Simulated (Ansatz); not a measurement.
Subject: the formation energy of Zn_W in W (bcc, Im-3m). Reaction: Zn (hcp) + 63 W (bcc) → cell A.

Cell A: a supercell of 64 sites of W (bcc, Im-3m) with Zn on a W site (8 W at 2.78 Å); spin state with PBE: run without spin, k-point mesh 4×4×4.
```yaml
crystal:
  lattice:
    - [11.02867, 0.00000, 0.00000]
    - [-3.67622, 10.39793, 0.00000]
    - [-3.67622, -5.19897, 9.00487]
  atoms:
    - { symbol: W, position: [0.00000, 0.00000, 0.00000] }
    - { symbol: W, position: [0.99969, 0.99969, 0.24996] }
    - { symbol: W, position: [0.00000, 0.00000, 0.50000] }
    - { symbol: W, position: [0.00031, 0.00031, 0.75004] }
    - { symbol: W, position: [0.99969, 0.24996, 0.99969] }
    - { symbol: W, position: [0.99963, 0.24981, 0.24981] }
    - { symbol: W, position: [0.99969, 0.24972, 0.50000] }
    - { symbol: W, position: [0.00000, 0.25000, 0.75000] }
    - { symbol: W, position: [0.00000, 0.50000, 0.00000] }
    - { symbol: W, position: [0.99969, 0.50000, 0.24972] }
    - { symbol: W, position: [0.00000, 0.50000, 0.50000] }
    - { symbol: W, position: [0.00031, 0.50000, 0.75028] }
    - { symbol: W, position: [0.00031, 0.75004, 0.00031] }
    - { symbol: W, position: [0.00000, 0.75000, 0.25000] }
    - { symbol: W, position: [0.00031, 0.75028, 0.50000] }
    - { symbol: W, position: [0.00037, 0.75019, 0.75019] }
    - { symbol: W, position: [0.24996, 0.99969, 0.99969] }
    - { symbol: W, position: [0.24981, 0.99963, 0.24981] }
    - { symbol: W, position: [0.24972, 0.99969, 0.50000] }
    - { symbol: W, position: [0.25000, 0.00000, 0.75000] }
    - { symbol: W, position: [0.24981, 0.24981, 0.99963] }
    - { symbol: W, position: [0.24822, 0.24822, 0.24822] }
    - { symbol: W, position: [0.25269, 0.25269, 0.50000] }
    - { symbol: W, position: [0.24972, 0.24972, 0.75004] }
    - { symbol: W, position: [0.24972, 0.50000, 0.99969] }
    - { symbol: W, position: [0.25269, 0.50000, 0.25269] }
    - { symbol: W, position: [0.24822, 0.50000, 0.50000] }
    - { symbol: W, position: [0.24981, 0.50000, 0.75019] }
    - { symbol: W, position: [0.25000, 0.75000, 0.00000] }
    - { symbol: W, position: [0.24972, 0.75004, 0.24972] }
    - { symbol: W, position: [0.24981, 0.75019, 0.50000] }
    - { symbol: W, position: [0.24996, 0.75028, 0.75028] }
    - { symbol: W, position: [0.50000, 0.00000, 0.00000] }
    - { symbol: W, position: [0.50000, 0.99969, 0.24972] }
    - { symbol: W, position: [0.50000, 0.00000, 0.50000] }
    - { symbol: W, position: [0.50000, 0.00031, 0.75028] }
    - { symbol: W, position: [0.50000, 0.24972, 0.99969] }
    - { symbol: W, position: [0.50000, 0.25269, 0.25269] }
    - { symbol: W, position: [0.50000, 0.24822, 0.50000] }
    - { symbol: W, position: [0.50000, 0.24981, 0.75019] }
    - { symbol: W, position: [0.50000, 0.50000, 0.00000] }
    - { symbol: W, position: [0.50000, 0.50000, 0.24822] }
    - { symbol: Zn, position: [0.50000, 0.50000, 0.50000] }
    - { symbol: W, position: [0.50000, 0.50000, 0.75178] }
    - { symbol: W, position: [0.50000, 0.75028, 0.00031] }
    - { symbol: W, position: [0.50000, 0.75019, 0.24981] }
    - { symbol: W, position: [0.50000, 0.75178, 0.50000] }
    - { symbol: W, position: [0.50000, 0.74731, 0.74731] }
    - { symbol: W, position: [0.75004, 0.00031, 0.00031] }
    - { symbol: W, position: [0.75000, 0.00000, 0.25000] }
    - { symbol: W, position: [0.75028, 0.00031, 0.50000] }
    - { symbol: W, position: [0.75019, 0.00037, 0.75019] }
    - { symbol: W, position: [0.75000, 0.25000, 0.00000] }
    - { symbol: W, position: [0.75004, 0.24972, 0.24972] }
    - { symbol: W, position: [0.75019, 0.24981, 0.50000] }
    - { symbol: W, position: [0.75028, 0.24996, 0.75028] }
    - { symbol: W, position: [0.75028, 0.50000, 0.00031] }
    - { symbol: W, position: [0.75019, 0.50000, 0.24981] }
    - { symbol: W, position: [0.75178, 0.50000, 0.50000] }
    - { symbol: W, position: [0.74731, 0.50000, 0.74731] }
    - { symbol: W, position: [0.75019, 0.75019, 0.00037] }
    - { symbol: W, position: [0.75028, 0.75028, 0.24996] }
    - { symbol: W, position: [0.74731, 0.74731, 0.50000] }
    - { symbol: W, position: [0.75178, 0.75178, 0.75178] }
```

Reference: Zn (hcp, P6₃/mmc), 2 atoms in the cell, k-point mesh 30×30×12 on the run's own vectors. Conventional cell: a = b = 2.6474 Å, c = 5.0189 Å, α = β = 90.00°, γ = 120.00°.

Reference: W (bcc, Im-3m), 64 atoms in the cell, the relaxed perfect crystal repeated, atoms not moved again; spin state with PBE: run without spin, k-point mesh 4×4×4 on the run's own vectors.

Plane-wave PAW calculations with Ansatz (a quantum-chemistry and plane-wave program), its default PAW set, cutoff 500 eV. The structures are at rest with PBE, within the held lattices; other levels are single points on them. Neutral cells; Fermi-Dirac smearing of at most 0.10 eV in the solids, energies taken to zero width. The lattices are those relaxed with PBE, so at other levels the solids can be strained. Larger cells are relaxed from a start prepared with the learned potential CHGNet, on a coarser mesh till forces fall under 0.03 eV/Å, which some starts already meet. A dispersion term (D3(BJ), or D4 for r2SCAN) was computed beside these levels and is taken off wherever the name lacks it. The PAW files were made for PBE and serve at the other functionals too. Space groups of crystals are read within 0.01 Å. Static lattices, no vibrational contributions. No structure search was made; lower ones may exist. Spin-orbit coupling is left out. No correction for cell size. Mesh and cell size may move defect energies by 0.1 eV or more. Cell A has symmetry Im-3m within 0.02 Å and got no random move, so less symmetric positions, which may lie lower, weren't tried.

Q: Estimate the value that r2SCAN returns for this input.

A: 1.13 eV, for Zn (hcp) + 63 W (bcc) → cell A.
